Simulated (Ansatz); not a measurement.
A computed series for hypothetical fluorite HfGe2: pressure series

Base system: HfGe2 in the fluorite structure (space group Fm-3m, No. 225; a = 6.4517 Å; a hypothetical phase, not in the database extracts checked).

Cell and atoms are relaxed at each pressure.

Method: Ansatz (a first-principles code) PBE, without spin-orbit coupling, earlier PAW set.

Notes on the quantities. enthalpy: H = E + PV relative to the base's energy.

```csv
case,shortest interatomic distance,enthalpy
base,2.794 Å,–
pressure −2 GPa,2.819 Å,-0.28 eV/atom
pressure −1 GPa,2.806 Å,-0.14 eV/atom
pressure 1.8 GPa,2.773 Å,+0.25 eV/atom
pressure 4.2 GPa,2.749 Å,+0.57 eV/atom
pressure 9 GPa,2.706 Å,+1.20 eV/atom
pressure 18 GPa,2.643 Å,+2.30 eV/atom
pressure 30 GPa,2.580 Å,+3.67 eV/atom
pressure 45 GPa,2.520 Å,+5.26 eV/atom
pressure 60 GPa,2.471 Å,+6.75 eV/atom
```

Load acts through the strain it causes; cell and atoms are relaxed under it. Whether these cells are dynamically stable was not tested. Competing high-pressure phases were not computed. All final runs are without spin polarisation. HfGe2 has a high density of states at the Fermi level and may be magnetic at this level.
